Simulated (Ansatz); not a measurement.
# H_O (rock-salt MgO host)

These are PBE, PAW (plane waves to 420 eV; Ansatz, an electronic-structure program) values and carry that method's errors. Cell: 64 sites, 2×2×2; final energies on a 2×2×2 shifted mesh. Site at the start: the O site. Energies of charged states are corrected for periodic images (point charge plus alignment at distant sites). Dielectric constants: PBE linear response of the host. Host gap at this level: 4.46 eV. Finite-size and sampling errors can reach tenths of an eV here. PBE underestimates the host's gap, which shifts levels and can delocalise carriers. Spin–orbit coupling is left out. Each state is the lowest found from its start.

Formation energies E_f are given with the Fermi level at the valence-band maximum. Chemical conditions: Mg-rich (Δμ(O) = -5.37 eV, Δμ(H) = -0.27 eV, bounded by MgH2 (P4_2/mnm); only phases computed here count, gases as isolated molecules at 0 K); O-rich (Δμ(O) = 0.00 eV, Δμ(H) = -1.25 eV, bounded by H2O molecule; only phases computed here count, gases as isolated molecules at 0 K). Reference phases: H: H2 molecule in a box, O: O2 molecule in a box.

```csv
charge,moment (μB),point group,largest move off a lattice site (Å),image correction with alignment (eV),"E_f, Mg-rich (eV)","E_f, O-rich (eV)"
+1,not spin-polarised,Oh,0.09,0.09,-2.59,3.76
0*,0.9,Oh,0.08,–,–,–
−1*,not spin-polarised,Oh,0.07,–,–,–
```

* At this level the carrier isn't localised at the defect: at charge 0 electrons occupy the conduction band; at charge −1 electrons occupy the conduction band. Such a state is shallow or no state of the defect, and this cell gives it no level.

Point groups are those of the whole cell at tolerances of 0.03 and 0.1 Å ("near" where only the looser one holds); none is given for unsettled states.

Flagged in the runs: a doubtful potential alignment.

All states together cost roughly 26 core-minutes.
